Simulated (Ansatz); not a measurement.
Structures of equal composition on the (111)B surface of 3C silicon carbide (C plane on top): (√3x√3)R30° Si adatom at H3; (√3x√3)R30° Si adatom at T4. The slabs share one bottom face, and each structure is named by its start. These are constructed structures in small cells; real faces may alloy, dewet or reconstruct in larger ones, and not all known structures of the face are among them. Slabs of about 11 Å with all that they carry, Fermi-Dirac smearing of 0.025 eV. Bottom of the slabs: H caps. Relaxed from the named starts with such symmetry as they have, on meshes of like density; energies extrapolated to zero smearing; no spin-orbit coupling, no U. Spin-polarised runs, if any, are marked in brackets, and their order is one that fits the cell; the others ran without spin. Where a second, spin-polarised start was run, the lower counts.

Host crystal: 3C silicon carbide, with a band gap (PBE, scalar-relativistic without spin-orbit coupling).

All values below come from r2SCAN, at the PBE geometry (plane waves to 500 eV, PAW; Ansatz, an electronic-structure program).

Q: Rank these by energy per 1x1 cell (lowest first), as r2SCAN, at the PBE geometry gives it.

A: (√3x√3)R30° Si adatom at H3 (0.000 eV [spin, 1.0 μB a cell], gap 1.15 eV on the mesh), (√3x√3)R30° Si adatom at T4 (0.052 eV [spin, 1.0 μB a cell], gap 1.00 eV on the mesh)
